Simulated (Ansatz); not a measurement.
Start from Nb in the bcc (W type) structure (space group Im-3m, No. 229; relaxed with 0.1 eV smearing).

```yaml
crystal:
  lattice:
    - [-1.62421, 1.62421, 1.62421]
    - [1.62421, -1.62421, 1.62421]
    - [1.62421, 1.62421, -1.62421]
  atoms:
    - { symbol: Nb, position: [0.00000, 0.00000, 0.00000] }
```

Cartesian axes are those of the cell as printed.

Method: Ansatz (a program for electronic structure), LDA, PAW, cutoff 420 eV, spin-orbit coupling left out.

Base values:

| Item | Value |
|---|---|
| Shortest interatomic distance | 2.813 Å |

Modification: uniaxial strain ε_zz = +1.00 %, all other strain components held at zero, atoms relaxed at fixed cell.

### Question
What happens to the energy relative to the base?

### Answer
The energy grows by 1.5 meV/atom.

### Question
Predict the new stress.

### Answer
The stress (xx, yy, zz, yz, xz, xy; compression positive) is (-1.4, -1.4, -2.7, 0.0, 0.0, 0.0) GPa.

### Question
How does this affect the shortest interatomic distance?

### Answer
The shortest interatomic distance grows by 0.0094 Å (2.813 Å → 2.823 Å).

Stability against distortions was not tested. All final runs are without spin polarisation.
